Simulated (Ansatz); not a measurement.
Results of PBE (plane waves, PAW; Ansatz, an electronic-structure program) for antifluorite Be2C.

Settings: plane-wave cutoff 520 eV, 14×14×14 k mesh, Fermi–Dirac smearing 0.01 eV, scalar-relativistic PAW data made under PBE.

Response to compression and expansion:

```
V (Å³/atom)  P (GPa)  direct gap at Γ (eV)  smallest gap on the k mesh (eV)
-----------  -------  --------------------  -------------------------------
6.351          13.95                 4.254                            1.197
6.487           8.88                 4.214                            1.188
6.622           4.26                 4.175                            1.180
6.757           0.03                 4.137                            1.171
6.892          -3.84                 4.099                            1.162
7.027          -7.37                 4.062                            1.153
7.162         -10.60                 4.026                            1.144
```

The fundamental gap (1.17 eV at the equilibrium volume, with added k points) lies elsewhere than Γ–Γ.
